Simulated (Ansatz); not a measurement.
What Li interstitial (started 2.28 Å from the nearest host atom), symmetric start does to As

The reference is a 12-atom supercell of As in the A7 type structure (space group R-3m, No. 166; a = 3.7835 Å, c = 10.1093 Å (hexagonal axes); layered) at its relaxed geometry.

The change: a neutral Li interstitial (started 2.28 Å from the nearest host atom), symmetric start, atoms relaxed at fixed cell.

Method: Kohn–Sham DFT with the PBE-D3(BJ) functional, run in Ansatz (an electronic-structure program) with PAW and 420 eV plane waves, no spin-orbit coupling. Settings: 4×4×4 k-points, 0.05 eV Fermi–Dirac smearing.

The pressure goes from zero to 2.4 GPa and the largest displacement of a host atom from its site in the perfect cell comes out as 0.29 Å. The final site of the added atom is 8 As at 2.46–2.76 Å (cubic).

Final structure:

```xyz
13
Lattice="5.6752 1.0922 3.3698 -5.6752 1.0922 3.3698 -1.8917 -5.4610 3.3698" Properties=species:S:1:pos:R:3 pbc="T T T"
As    -3.7693    -2.0819     5.7441
As     0.1282     0.1352     2.3774
As    -0.0456    -2.1596     5.8199
As    -1.9542     1.0943     5.6612
As     3.5876    -2.3520     5.7962
As     1.7011     1.1436     5.9044
As    -3.5876    -4.2011     4.3131
As    -5.4846    -1.1436     4.2049
As     0.0456    -4.3935     4.2894
As    -1.8292    -1.0943     4.4481
As    -1.9059    -3.3791     7.7350
As     1.7636    -1.2274     4.3621
Li    -1.8917    -1.0922     1.6849
```

Cost of the whole job for the changed cell (relaxation, final SCF and bands): very roughly 11 core-minutes.

The cell is small, so the values are those of an ordered compound at a high defect concentration; dilute-limit values will differ. A case with no gap was solved on a k-mesh chosen for an insulator, which is coarse for it. The defect started on the symmetric site and kept its symmetry, so it may sit on a saddle. All final runs are without spin polarisation. The defect cell is not spin-polarised.
